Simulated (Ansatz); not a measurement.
## Step by step: formation energy of Zn_W in W (bcc, Im-3m)

This concerns the formation energy of Zn_W in W (bcc, Im-3m). Reaction: Zn (hcp) + 63 W (bcc) → cell A.

A: a supercell of 64 sites of W (bcc, Im-3m) with Zn on a W site (8 W at 2.78 Å); spin state with PBE: run without spin.

Method: Ansatz (an electronic-structure program), PAW, neutral cells at 0 K with nuclei at rest, on structures from PBE. Ansatz runs with its default PAW set. Larger cells are relaxed from a start prepared with the learned potential CHGNet, on a coarser mesh till forces fall under 0.03 eV/Å, which some starts already meet. A dispersion term (D3(BJ), or D4 for r2SCAN) was computed beside these levels and is taken off wherever the name lacks it. Space groups of crystals are read within 0.01 Å. Spin-orbit coupling is left out. Mesh and cell size may move defect energies by 0.1 eV or more. Cell A has symmetry Im-3m within 0.02 Å and got no random move, so less symmetric positions, which may lie lower, weren't tried.

Total energies of the cells in eV, at zero smearing width. They compare only within one column; the weights balance every element.

```csv
cell,atoms,weight,PBE
A: W:Zn_W,64,+1,-657562.01228
Zn (hcp),2,−1/2,-6638.06094
W (bcc),64,−63/64,-664628.88689
```

PBE: (-657562.01228) − 1/2 × (-6638.06094) − 63/64 × (-664628.88689) = 1.079 eV.

What follows from the PBE value: With the reservoirs of the reaction as written, and without entropy terms or charged states, the share of sites that hold the defect in equilibrium is exp(−1.08 eV/k_BT) = 3.6×10^-6 at 1000 K.
